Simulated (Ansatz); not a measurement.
Given:

```
GaN
1.0
    0.03216     2.24895     2.24895
    2.24895     0.03216     2.24895
    2.28111     2.28111     0.00000
Ga N
1 1
Direct
  0.00209   0.00209   0.99791
  0.24791   0.24791   0.25209
```

No spin polarisation.

All numbers come from r2SCAN (Ansatz, a first-principles code; PAW; 500 eV plane waves; no SOC). Settings: 13×13×13 k-points, 0.05 eV Fermi–Dirac smearing.

**Question.** Estimate the band gap.

**Answer.** 2.06 eV.

**Question.** What is the computed valence-band top at Γ (three highest levels, from the VBM)?

**Answer.** 0.00, -0.10, -0.19 eV.

**Question.** What gap character does the calculation give?

**Answer.** Direct at Γ.

The cells carry an imposed strain or load. Stability against distortions was not tested. The cell was made from GaN in the zinc blende structure (space group F-43m, No. 216) by this change: tensor shear ε_xy = +1.43 %. This is not the structure that GaN has at room temperature and ambient pressure.
